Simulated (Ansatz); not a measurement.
The reference is CoSi2 (space group Fm-3m, No. 225; a = 5.361 Å; not spin-polarised; relaxed with 0.1 eV smearing).

(Cell as relaxed with PBE.)

Levels (all Ansatz, a quantum-chemistry and plane-wave program, PAW): PBE (420 eV, without spin-orbit coupling); r2SCAN (500 eV, scalar-relativistic without spin-orbit coupling).

Each level relaxes its own structure.

```json
[
 {"base": "volume per atom", "PBE": "12.84 Å³", "r2SCAN": "12.52 Å³"},
 {"base": "lattice parameter a", "PBE": "5.361 Å", "r2SCAN": "5.315 Å"},
 {"base": "band gap", "PBE": "zero", "r2SCAN": "zero"}
]
```

One thing is altered: an isotropic linear strain of −0.82 %, atoms relaxed at fixed cell.

```tsv
quantity	PBE	r2SCAN
energy relative to the base (free energy F)	+4.5 meV/atom	[?]
pressure	4.7 GPa	[?]
```

Question: Predict the r2SCAN column.

Answer: 
- energy relative to the base (free energy F), r2SCAN: +4.8 meV/atom
- pressure, r2SCAN: 5.1 GPa

PBE's energy relative to the base lies 0.3 meV/atom below r2SCAN's; PBE's pressure lies 0.46 GPa below r2SCAN's. Neither level is exact; r2SCAN is the comparison here, not a measurement.

Stability against distortions was not tested. Starting moments died away, wholly or in part, for the base; another magnetic solution may exist. The final runs are not spin-polarised. An odd electron count without spin: CoSi2.
